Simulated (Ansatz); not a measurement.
**Competing hops of interstitial Na in zinc-blende GaAs, charge state +1**

Defect: interstitial Na in zinc-blende GaAs, charge state +1. These are PBE, PAW (plane waves to 420 eV; Ansatz, a quantum-chemistry and plane-wave program) values and carry that method's errors.

64-site cell at the relaxed PBE lattice, one k-point at (0.250, 0.250, 0.250), smearing 0.05 eV, spin-restricted, no finite-size correction. No zero-point or tunnelling terms. PBE gaps are too small, and in this host the defect's levels may merge with the bands. The charge state is imposed; whether it is stable for some Fermi level was not computed. Sites that were not tried may lie lower.

Barriers: single points on a 2×2×2 k-point mesh shifted by half a step at the bands' geometries.

```csv
Route,Start site over the lowest site run (eV),Hop (Å),Forward barrier (eV),Backward barrier (eV),Neighbours at the start,Neighbours at the saddle,Saddle order,"Forward, on the band's own sampling (eV)"
Na moves alone to another site,0.00,2.49,0.89,0.76,"3 As at 2.89, 3 As at 2.90; 3 Ga at 2.68, Ga at 2.69 Å",3 As at 2.54; 3 Ga at 2.63 Å,"not checked, on a symmetry element",0.88
```

Paths come from CI-NEB runs.  A band can be held on a symmetry element, so unchecked saddle points there may be too high.
